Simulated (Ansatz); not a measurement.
The parent structure is ZnCu₂SnS₄ (space group I-4, No. 82).

```
ZnCu2SnS4
1.0
   -2.73424     2.73424     5.46757
    2.73424    -2.73424     5.46757
    2.73424     2.73424    -5.46757
Cu Zn Sn S
2 1 1 4
Cartesian
  0.00000   0.00000   0.00000
  0.00000   2.73424   2.73378
  2.73424   0.00000   2.73378
  0.00000   0.00000   5.46757
  1.41287   1.45634   4.05250
  1.32137   1.27789  -1.41507
  1.45634  -1.41287   6.88264
  1.27789   4.14711   1.41507
```

Level of theory: PBE/PAW in Ansatz (an electronic-structure program), no spin-orbit coupling, earlier PAW set.

One change was made to it. Results:

```json
[
 {"quantity": "lattice parameter a", "base": "5.468 Å", "after": "5.353 Å"},
 {"quantity": "band gap", "base": "zero", "after": "0.22 eV"}
]
```

**Question.** What was done to the base?
(A) pressure −1 GPa
(B) pressure 5 GPa
(C) pressure 10 GPa

**Answer.** B, pressure 5 GPa. For comparison, the band gap in the other runs: pressure 10 GPa gives 0.36 eV; pressure −1 GPa gives zero.

Load acts through the strain it causes; cell and atoms are relaxed under it. No phonon test of stability was made. Competing high-pressure phases were not computed. The final runs are not spin-polarised. Gaps under 0.05 eV, about the width of the smearing, are given as zero. The zero or small gap of ZnCu2SnS4 can change with the level of theory.
